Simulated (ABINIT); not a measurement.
A self-consistent single point of Mg2Sn (Fm-3m, 3 atoms in the cell) with ABINIT.

Level of theory: PBEsol, norm-conserving pseudopotentials (PseudoDojo nc-sr-04 PBEsol standard) (plane waves; ABINIT).

```xyz
3
Lattice="0.0000 3.3807 3.3807 3.3807 0.0000 3.3807 3.3807 3.3807 0.0000" Properties=species:S:1:pos:R:3 pbc="T T T"
Mg     1.6903     1.6903     1.6903
Mg     5.0710     5.0710     5.0710
Sn     0.0000     0.0000     0.0000
```

Reference input (self-consistent single point, DFT, PBE, plane waves, norm-conserving pseudopotentials (PseudoDojo nc-sr-05 PBE standard)): pseudos = [Mg.upf, Sn.upf]; ecut = 42 Ha; occopt = 3; tsmear = 0.00073499 Ha; ngkpt = 9 9 9; nshiftk = 1; shiftk = 0 0 0; potentials = PseudoDojo nc-sr-05 PBE standard; nband = 23; kptopt = 1; nstep = 100; tolvrs = 1e-11. This run's input differs from it in these lines:

```diff
@@ -1,2 +1,2 @@
-# Mg2Sn, PseudoDojo nc-sr-05 PBE standard
+# Mg2Sn, PseudoDojo nc-sr-04 PBEsol standard
 pp_dirpath "./"
```

Its files differ too (potentials: PseudoDojo nc-sr-05 PBE standard → PseudoDojo nc-sr-04 PBEsol standard).

The program printed (abridged):

```
--- !BeginCycle
solver: {iscf: 7, nstep: 100, nline: 4, wfoptalg: 0, }
tolerances: {tolvrs: 1.00E-11, }
...

     iter   Etot(hartree)      deltaE(h)  residm     vres2
 ETOT  1  -196.73972574599    -1.967E+02 5.832E-01 6.491E+01
 ETOT  2  -197.29099467065    -5.513E-01 7.384E-03 2.017E+01
 ETOT  3  -197.29303107000    -2.036E-03 6.577E-03 1.050E+00
 ETOT  4  -197.29323951523    -2.084E-04 1.436E-03 2.544E-02
 ETOT  5  -197.29324150688    -1.992E-06 1.100E-03 3.051E-03
 ETOT  6  -197.29324175076    -2.439E-07 1.001E-03 2.040E-04
 ETOT  7  -197.29324176900    -1.825E-08 4.765E-04 3.103E-05
 ETOT  8  -197.29324177094    -1.934E-09 3.289E-04 1.496E-06
 ETOT  9  -197.29324177105    -1.108E-10 1.020E-04 3.622E-08
 ETOT 10  -197.29324177105    -2.530E-12 6.510E-05 8.534E-12
 At SCF step   10       vres2   =  8.53E-12 < tolvrs=  1.00E-11 =>converged.

 Cartesian components of stress tensor (hartree/bohr^3)
  sigma(1 1)=  8.72214959E-06  sigma(3 2)=  0.00000000E+00
  sigma(2 2)=  8.72214959E-06  sigma(3 1)=  0.00000000E+00
  sigma(3 3)=  8.72214959E-06  sigma(2 1)=  0.00000000E+00

 ----iterations are completed or convergence reached----

 reduced coordinates (array xred) for    3 atoms
       0.250000000000      0.250000000000      0.250000000000
       0.750000000000      0.750000000000      0.750000000000
       0.000000000000      0.000000000000      0.000000000000
 cartesian forces (eV/Angstrom) at end:
    1     -0.00000000000000    -0.00000000000000    -0.00000000000000
    2     -0.00000000000000    -0.00000000000000    -0.00000000000000
   [... lines left out ...]
 Fermi (or HOMO) energy (hartree) =   0.11487   Average Vxc (hartree)=  -0.33389
   [... lines left out ...]
total_energy        : -1.97293241771052E+02
total_energy_eV     : -5.36862213481588E+03
band_energy         : -3.51014914567215E+01
...

-Cartesian components of stress tensor (GPa)         [Pressure= -2.5661E-01 GPa]
- sigma(1 1)=  2.56614457E-01  sigma(3 2)=  0.00000000E+00
- sigma(2 2)=  2.56614457E-01  sigma(3 1)=  0.00000000E+00
- sigma(3 3)=  2.56614457E-01  sigma(2 1)=  0.00000000E+00

 Calculation completed.
```

The run converged in 10 iterations. Against the reference run the pressure goes from 1.06 to -0.26 GPa.

The starting cell has typed, rounded lattice constants, without a prior relaxation at this level. Its lattice was rescaled by a random factor within 2.5 % of one.

Cost on one core of a shared machine: roughly 3 min.
